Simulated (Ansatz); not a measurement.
Results of PBE0 (plane waves, PAW; Ansatz, a quantum-chemistry and plane-wave program) for cubic perovskite KMgF3.

Run with plane-wave cutoff 460 eV, 6×6×6 k mesh, Fermi–Dirac smearing 0.01 eV, scalar-relativistic PAW data made under PBE.

Results at a series of volumes:

```
V (Å³/atom)  E − E_lowest (meV/atom)
-----------  -----------------------
12.172                          8.63
12.492                          2.21
12.813                          0.00
13.063                          0.86
13.453                          6.14
```

**Question.** What bulk modulus B0 and pressure derivative B′ does a third-order Birch–Murnaghan fit give?

**Answer.** V0 = 12.838 Å³/atom, B0 = 72.8 GPa, B′ = 4.4 (fit to the energies at full precision).

Measured, for comparison: bulk modulus 75.1 GPa (room temperature, not corrected to a static lattice, our sources range from 71.2 to 75.1; as tabulated in Vaitheeswaran et al. (2007), arXiv:cond-mat/0703621); equilibrium volume per atom 12.70 Å³/atom (room temperature, not corrected to a static lattice; as tabulated in Vaitheeswaran et al. (2007), arXiv:cond-mat/0703621). Computed (rounded) less measured: bulk modulus -3 % (inside the range of the sources held), equilibrium volume per atom +1.1 %.

It cost around 9 core-minutes (rough) of CPU time.
